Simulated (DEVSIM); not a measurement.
Structure: Si p+/n-/n+ power diode, at 300 K.

```csv
layer (left to right),material,thickness (μm),Nd (cm⁻³),Na (cm⁻³),τn (s),τp (s)
1,Si,3.90,-,2.4e18,7.8e-5,7.8e-5
2,Si,16.0,2e15,-,7.8e-5,7.8e-5
3,Si,4.40,3.7e18,-,7.8e-5,7.8e-5
```

Left contact: ohmic. Right contact: ohmic. Voltage is applied to the left contact. Recombination: SRH at mid-gap, radiative. Mobility is constant in doping. Where it depends on doping, it is μmin + (μ − μmin)/(1 + (N/Nref)^α).

Constants are typed, rounded textbook-type inputs, not results; the design itself was drawn at random and stands for no fabricated device. Values at 300 K. The table also holds parameters that only a changed run uses.

```csv
parameter,Si
gap (eV),1.124
affinity (eV),4.05
permittivity,11.7
Nc (cm⁻³),2.86e19
Nv (cm⁻³),3.1e19
μn (cm²/Vs),1417
μp (cm²/Vs),470
"μn,min",52
"μp,min",45
"Nref,n",9.7e16
"Nref,p",2.2e17
αn,0.68
αp,0.72
B (cm³/s),4.7e-15
Cn (cm⁶/s),2.8e-31
Cp (cm⁶/s),9.9e-32
```

DEVSIM, 1D drift-diffusion, Boltzmann statistics, complete ionisation; no tunnelling, impact ionisation, image-force lowering or self-heating.

Base results: potential step across the device at zero bias (V) 1.005; dark forward voltage at 1 A/cm² (V) 0.718; dark forward voltage at 100 A/cm² (V) 0.842.

Q: What follows from this one change: thickness of layer 1 3.9 → 20 μm?

A: potential step across the device at zero bias little changed (1.005 V); dark forward voltage at 1 A/cm² 0.718 → 0.747 V; dark forward voltage at 100 A/cm² 0.842 → 0.870 V.

Q: What follows from this one change: doping Nd of layer 3 3.7e+18 → 1.1e+18 cm^-3?

A: potential step across the device at zero bias 1.005 → 0.974 V; dark forward voltage at 1 A/cm² 0.718 → 0.710 V; dark forward voltage at 100 A/cm² 0.842 → 0.835 V.

Q: What follows from this one change: doping-dependent mobility in place of the constant one?

A: potential step across the device at zero bias little changed (1.005 V); dark forward voltage at 1 A/cm² 0.718 → 0.767 V; dark forward voltage at 100 A/cm² 0.842 → 0.889 V.
